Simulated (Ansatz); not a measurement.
# A computed series for IrO2: pressure series

Base system: IrO2 (space group Pa-3, No. 205; a = 4.863 Å; a cell from a computed database, its experimental status unchecked).

Cell and atoms are relaxed at each pressure.

Calculations: DFT with PBEsol, PAW potentials and a 420 eV plane-wave cutoff in Ansatz (a first-principles code), no spin-orbit coupling.

```csv
P (GPa),V (Å³/atom)
-2.00,9.642
-0.98,9.612
0.30,9.574
0.70,9.562
1.50,9.539
3.00,9.497
5.00,9.442
7.50,9.375
10.00,9.312
```

A third-order Birch–Murnaghan fit to these points gives V₀ = 9.58 Å³/atom, B₀ = 326 GPa and B₀′ = 4.7. At pressure 10 GPa the volume is 97.2 % of V₀.

Load acts through the strain it causes; cell and atoms are relaxed under it. Whether these cells are dynamically stable was not tested. No other phases were tried under pressure. No Hubbard U is applied, and correlation can decide whether such a compound is a metal. All final runs are without spin polarisation.
